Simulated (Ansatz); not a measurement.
BP, pressure series

Start from BP in the zinc blende structure (space group F-43m, No. 216; a = 4.548 Å).

Cell and atoms are relaxed at each pressure.

The values are results of PBE, PAW, 420 eV (Ansatz, an electronic-structure program; without spin-orbit coupling), not measurements.

```tsv
pressure (GPa)	volume per atom (Å³/atom)
-2	11.911
-1	?
0	11.762
0.9	11.698
2.1	11.614
4.5	11.455
9	11.183
15	10.862
30	10.207
```

### Question
Fit the third-order Birch–Murnaghan form P(V) = (3B₀/2)[(V₀/V)^(7/3) − (V₀/V)^(5/3)]·[1 + (3/4)(B₀′ − 4)((V₀/V)^(2/3) − 1)] (squares taken in P) to the rows shown and predict the withheld row.

### Answer
Least squares on the printed values gives V₀ = 11.762 Å³/atom, B₀ = 162 GPa, B₀′ = 3.7; this predicts 11.835 Å³/atom, and the run gives 11.835 Å³/atom, in agreement.

Measured bulk modulus of BP: 176.5 GPa (static lattice; corrected from measurement; as listed in Tamar Goldzak et al., The Journal of Chemical Physics (2022)); the computed value is 8 % below it.

Load acts through the strain it causes; cell and atoms are relaxed under it. No phonon test of stability was made. No other phases were tried under pressure.
